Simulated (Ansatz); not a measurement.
Carrier properties of MgSe (Fm-3m)

Consider the following.

```
MgSe
1.0
    0.00000     2.67653     2.67653
    2.67653     0.00000     2.67653
    2.67653     2.67653     0.00000
Mg Se
1 1
Direct
  0.00000   0.00000   0.00000
  0.50000   0.50000   0.50000
```

Computed with r2SCAN with spin-orbit coupling, rigid bands (plane waves, PAW; Ansatz, an electronic-structure program). Condition of this run: hydrostatic pressure 5 GPa (the target of the relaxation). Geometry: cell and atoms relaxed with r2SCAN, then loaded as said.

The band gap is 2.45 eV, the electron conductivity mass (300 K, dilute) comes out as 0.31 mₑ and the hole conductivity mass (300 K, dilute) comes out as 0.89 mₑ. The effective density of states N_c (300 K) is 1.4e19 cm⁻³. The effective density of states N_v (300 K) is 4.4e19 cm⁻³, the density-of-states mass, electrons is 0.67 mₑ and the density-of-states mass, holes comes out as 1.45 mₑ. The Seebeck coefficient, n-type 1e19 cm⁻³, 300 K comes out as -246 μV/K and the best n-type power factor at 300 K for τ = 10 fs (best axis; densities from 1e16 to 1e21 cm⁻³ tried, whether or not they can be reached) is 7.1 μW/(cm·K²) at 3e19 cm⁻³. The Seebeck coefficient, p-type 1e19 cm⁻³, 300 K is 350 μV/K.

Rigid bands; masses and Seebeck coefficients take one relaxation time τ for all states and one kind of carrier; polarons and phonon drag are left out.
